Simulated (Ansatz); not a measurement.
The reference is ZnS in the wurtzite structure (space group P6_3mc, No. 186).

```
CELL_PARAMETERS angstrom
      3.73826     0.00000     0.00000
     -1.86913     3.23743     0.00000
      0.00000     0.00000     6.14288
ATOMIC_POSITIONS crystal
  Zn 0.33333 0.66667 0.00059
  Zn 0.66667 0.33333 0.50059
  S  0.33333 0.66667 0.37441
  S  0.66667 0.33333 0.87441
```

Cartesian axes are those of the cell as printed.

Calculations: Ansatz (a program for electronic structure), LDA, PAW, cutoff 420 eV, spin-orbit coupling left out.

Strains are applied to the cell and any free atomic positions relax.

One change was made to it. Results:

The band gap increases by 0.14 eV, from 2.19 eV to 2.33 eV; the valence-band top at Γ (three highest levels, from the VBM) goes from 0.00, 0.00, -0.10 eV to 0.00, 0.00, -0.01 eV.

### Question
Name the change that was made.
A) uniaxial strain ε_zz = −1.20 %
B) uniaxial strain ε_zz = −0.60 %
C) uniaxial strain ε_zz = −1.80 %

### Answer
C, uniaxial strain ε_zz = −1.80 %. For comparison, the band gap in the other runs: uniaxial strain ε_zz = −1.20 % gives 2.28 eV; uniaxial strain ε_zz = −0.60 % gives 2.24 eV.

No phonon test of stability was made.
